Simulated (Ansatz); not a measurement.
Reference: CdS (P6_3mc), PBEsol with spin-orbit coupling, rigid bands (plane waves, PAW; Ansatz, a program for electronic structure); geometry: cell and atoms relaxed with PBEsol.

```xyz
4
Lattice="4.1243 0.0000 0.0000 -2.0621 3.5717 0.0000 0.0000 0.0000 6.7092" Properties=species:S:1:pos:R:3 pbc="T T T"
Cd     2.0621     1.1906     3.3559
Cd     0.0000     2.3811     0.0013
S      2.0621     1.1906     5.8826
S      0.0000     2.3811     2.5280
```

The band gap is 1.08 eV. The electron conductivity mass is 0.133 mₑ. The hole conductivity mass is 1.26 mₑ and the Seebeck coefficient, n-type 1e19 cm⁻³ is -82 μV/K.

Swap S for Se, keeping the structure type. How do these values move?

CdSe (P6_3mc): volume per atom 24.7 to 28.1 Å³; band gap falls (1.08 eV to 0.42 eV); electron conductivity mass falls (0.133 mₑ to 0.063 mₑ); hole conductivity mass falls (1.26 mₑ to 0.95 mₑ); Seebeck coefficient, n-type 1e19 cm⁻³ falls in size (-82 μV/K to -48 μV/K).

Moves up to 5 % count as about the same. Masses are for dilute carriers at 300 K, harmonic means over directions unless an axis is named. Seebeck coefficients are for the stated density at 300 K, with one relaxation time for all states and whether or not that doping can be reached.
